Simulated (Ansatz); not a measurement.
The starting structures come from a database of crystals and need not be the phases stable at ambient conditions.

```
LiYSe2
1.0
    4.05932     0.00000     0.00000
    2.02966     6.55943     0.00000
    2.02966     0.62803     3.45892
Li Y Se
1 1 2
Direct
  0.50000   0.50000   0.50000
  0.00000   0.00000   0.00000
  0.75109   0.74674   0.75109
  0.24891   0.25326   0.24891
```

Space group of this cell: R-3m. The cell is taken as given.

Transport runs along the normal of the first two printed cell vectors, the (101) plane of the conventional cell.

No gap correction and no spin-orbit coupling; mid-gap values are interpolated between computed energies.

Q: Compute, with Ansatz (a program for electronic structure) with r2SCAN, the band gap and the smallest decay constant κ at mid-gap.

A: Gap 1.94 eV on a 10×10×10 mesh; κ = 0.213 1/Å, at (0.000, 0.500) of the in-plane reciprocal vectors. At the zone centre, at the nearest computed energy, the slowest state has κ = 0.22 1/Å.
